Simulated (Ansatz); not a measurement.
Consider HfO₂ in the fluorite structure (space group Fm-3m, No. 225).

```
CELL_PARAMETERS angstrom
      0.00000     2.52945     2.52945
      2.52945     0.00000     2.52945
      2.52945     2.52945     0.00000
ATOMIC_POSITIONS crystal
  Hf 0.00000 0.00000 0.00000
  O  0.25000 0.25000 0.25000
  O  0.75000 0.75000 0.75000
```

Method: r2SCAN (Ansatz, a quantum-chemistry and plane-wave program), scalar-relativistic without spin-orbit coupling, earlier PAW set.

For the base:

| Property | Value |
|---|---|
| Hole mass | 0.28 mₑ along k, 2.9 mₑ across (at X) |
| Lattice parameter a | 5.059 Å |

Modification: cell and atoms relaxed at a pressure of 15 GPa.

Task: Predict the new hole mass and lattice parameter a.

Result: The hole mass changes from 0.28 mₑ along k, 2.9 mₑ across (at X) to 0.28 mₑ along k, 2.8 mₑ across (at X); the lattice parameter a decreases by 0.084 Å (5.059 Å → 4.975 Å).

With Hf present, leaving out spin-orbit coupling can change the band edges. The levels and masses belong to the bands next to the band gap. Load acts through the strain it causes; cell and atoms are relaxed under it. Effective masses come from finite differences of ±0.01 Å⁻¹. Along k means along the line from Γ to the band edge. No phonon test of stability was made. No other phases were tried under pressure. This is not the structure that HfO2 has at room temperature and ambient pressure.
